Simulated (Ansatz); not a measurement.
For YSi (Cmcm, No. 63; cell taken from a computed entry), PBEsol (PAW; Ansatz, a first-principles code) gives:

| Item | Value |
|---|---|
| bulk modulus B0 | 95.9 GPa |
| cohesive energy | 5.71 eV/atom |

What does r²SCAN (Ansatz, PAW) give for the same quantities?


- bulk modulus: 93.1 GPa (shrinks by 2.9 %)
- cohesive energy: 5.29 eV/atom (shrinks by 0.42 eV/atom)

Changes are worked out from the printed values.

Unless a cell is named, each level is at its own relaxed cell (PBEsol 21.06, r²SCAN 21.73 Å³/atom).

The crystal itself was run without spin with PBEsol, r²SCAN; a magnetic state was not tried in these runs.

Caveats: the bulk modulus is −V dP/dV from two relaxed cells at ±2 % in volume (PBEsol, r²SCAN); the relaxation could not lower the start's symmetry, so the cell can be a saddle point above a distorted one (PBEsol, r²SCAN). Ansatz's density-functional and Hartree–Fock values are scalar-relativistic unless marked +SOC, with PAW data made under PBE.
